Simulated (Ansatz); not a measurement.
By PBEsol, the system below comes out a metal.

A figure of merit of an interconnect metal is its ballistic conductance per area.

Input:

```
ZrC
1.0
    3.33250     0.00000     0.00000
    0.00000     4.71287     0.00000
    1.66625     2.35643     1.66625
Zr C
1 1
Direct
  0.00000   0.00000   0.00000
  0.00000   0.50000   0.00000
```

The cell is taken as given; by PBEsol it stands under a pressure of -6.3 GPa.

The current flows along the normal of the first two printed cell vectors, the (110) plane of the conventional cell. No spin-orbit coupling; the value is a mean over 0.1 eV about the Fermi level.

Task: Predict the ballistic conductance per area from PBEsol (Ansatz, a quantum-chemistry and plane-wave program).

Result: 0.24 × 10¹⁵ S/m² for both spins.
